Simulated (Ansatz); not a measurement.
Sn under a change: biaxial strain +1.50 %, plane normal [001], relaxed out of plane

Start from Sn in the diamond structure (space group Fd-3m, No. 227; a = 6.540 Å; relaxed with 0.1 eV smearing). Axes: x, y, z lie along the cube axes.

It is then changed as follows: biaxial strain +1.50 %, plane normal [001], relaxed out of plane (Cartesian); in-plane vectors clamped, the third vector and the atoms free.

All numbers come from DFT with PBEsol, PAW potentials and a 420 eV plane-wave cutoff in Ansatz (a first-principles code), spin-orbit coupling left out. Settings: 15×15×15 k-points, 0.1 eV Fermi–Dirac smearing.

| quantity | base | changed | shift |
|---|---|---|---|
| volume per atom | 34.97 Å³ | 35.47 Å³ | +0.505 Å³ |
| space group | Fd-3m (No. 227) | I4_1/amd (No. 141) | – |
| shortest interatomic distance | 2.832 Å | 2.846 Å | +0.014 Å |
| energy relative to the base (free energy F) | 0 meV/atom | +2.9 meV/atom | +2.9 meV/atom |
| band gap | zero | zero | – |
| out-of-plane strain | – | -1.53 % | – |
| ratio −ε⊥/ε∥ | – | 1.02 | – |
| mean in-plane stress (compression positive) | – | -0.9 GPa | – |

Stability against distortions was not tested.
